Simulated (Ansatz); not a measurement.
Hf2CuN3 (model structure, started from the LiSi2N3 type, Cmc2₁, No. 36, 12 atoms in the cell), treated with r²SCAN in Ansatz (plane waves, PAW).

Numerical settings: plane-wave cutoff 560 eV, 8×8×6 k mesh (along the axes of the cell as run), Fermi–Dirac smearing 0.01 eV, no spin polarisation, scalar-relativistic PAW data made under PBE.

Cell (relaxed with PBEsol):

```xyz
12
Lattice="5.1846 -2.8681 0.0000 5.1846 2.8681 0.0000 0.0000 0.0000 5.4278" Properties=species:S:1:pos:R:3 pbc="T T T"
Cu     5.1846     1.1222     2.5815
Cu     5.1846    -1.1222     5.2954
Hf     8.7160     1.0606     2.6645
Hf     1.6531    -1.0606     5.3784
Hf     1.6531     1.0606     2.6645
Hf     8.7160    -1.0606     5.3784
N      8.5742     0.8855     0.6116
N      1.7949    -0.8855     3.3255
N      1.7949     0.8855     0.6116
N      8.5742    -0.8855     3.3255
N      5.1846    -0.8651     3.2948
N      5.1846     0.8651     0.5808
```

Problem. What does this level give for the band gap, smallest direct gap on the k points sampled and direct gap at Γ?

Solution. 
- band gap: 1.45 eV
- smallest direct gap on the k points sampled: 1.70 eV
- direct gap at Γ: 2.11 eV

Note: the relaxation could raise the start's symmetry but not lower it, so the cell can be a saddle point; cell and atoms aren't relaxed at this level (largest force component 0.19 eV/Å, pressure 2.7 GPa).

Spin–orbit coupling is not included.

Static lattice: no zero-point or thermal effects.

It cost roughly 10 core-minutes of CPU time.

A model structure was made by putting elements into a prototype or built by hand; it is no filed structure, need not be a known phase, and can be a saddle point held by its symmetry.

Ansatz is an electronic-structure program.
